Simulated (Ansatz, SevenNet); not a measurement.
For B20 (FeSi-type) FeGe, the machine-learned potential SevenNet-l3i5 (trained on PBE and PBE+U data) gives:

- lattice parameter a: 4.664 Å
- formation enthalpy: -0.149 eV/atom

Question: What does HSE06 in Ansatz (plane waves, PAW) give for the same quantities?

Answer: 
- lattice constant a: 4.804 Å (goes up by 3.0 %)
- formation enthalpy: 0.136 eV/atom (moves by +0.285 eV/atom)

For comparison: lattice constant a 4.699 Å (measured, 295 K, not corrected to a static lattice, sources range from 4.689 to 4.699; as tabulated in Wilhelm et al. (2007), arXiv:cond-mat/0703031).

Changes are worked out from the printed values.

Unless a cell is named, each level is at its own relaxed cell (SevenNet-l3i5 12.68, HSE06 13.86 Å³/atom).

Spin-polarised runs: HSE06 (parallel moments).

Ansatz's density-functional and Hartree–Fock values are scalar-relativistic unless marked +SOC, with PAW data made under PBE.

Ansatz is an electronic-structure program.
